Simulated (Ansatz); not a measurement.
Take AlN in the zinc blende structure (space group F-43m, No. 216) as the base.

```xyz
2
Lattice="0.0000 2.1889 2.1889 2.1889 0.0000 2.1889 2.1889 2.1889 0.0000" Properties=species:S:1:pos:R:3 pbc="T T T"
Al     0.0000     0.0000     0.0000
N      1.0944     1.0944     1.0944
```

Cartesian axes are those of the cell as printed.

The values are results of PBEsol/PAW in Ansatz (a program for electronic structure), without spin-orbit coupling, not measurements.

One thing is altered: an isotropic linear strain of +1.00 %, atoms relaxed at fixed cell.

Q: Predict the stress tensor and what it implies for the stiffness.

A: Stress of the strained cell less that of the base (GPa, compression positive):
```
  -5.64    0.00    0.00
   0.00   -5.64    0.00
   0.00    0.00   -5.64
```

Then B = −ΔP/(ΔV/V₀) with ΔV/V₀ = 0.0303 gives secant stiffness values (nonlinear terms included at this strain): B ≈ 186 GPa.

As a check, the harmonic strain energy −½ V₀ Δσ:ε is 5.5 meV/atom; the computed energy rise is 5.7 meV/atom.

Stability against distortions was not tested. This is not the structure that AlN has at room temperature and ambient pressure.
